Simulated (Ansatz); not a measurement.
Cost and result by functional for the surface energy of the (31-40) surface of hcp Tl in its 1x1 cell, outermost plane spacing 0.57 Å in the ideal cut, in Ansatz (plane waves, PAW). Single points on the PBE structure, on one kind of machine; costs are rough ratios of the slab run's core time (references not counted) to the cheapest single point. r2SCAN's cost holds its higher cutoff (500 against 420 eV). Differences are taken against r2SCAN for comparison alone: no measured value is at hand, so the table doesn't rank accuracy.

Slab: 26 atoms, 10.9 Å thick at the start; k 7x3x1, smearing 0.1 eV, dipole-corrected; all atoms relaxed; symmetry of the start imposed; no spin, no spin-orbit, no U. These notes are the PBE run's.

```tsv
functional	relative cost	surface energy (J/m²)	less r2SCAN (J/m²)
LDA	1	0.44	0.09
PBEsol	1	0.37	0.02
RPBE	1	0.17	-0.18
r2SCAN	2	0.35	0.00
PBE (the relaxed run's value)	–	0.27	-0.08
```

The values span 0.26 J/m², while the single points' costs differ by a factor of roughly 2. Differences are of unrounded values.

Ansatz is a quantum-chemistry and plane-wave program.
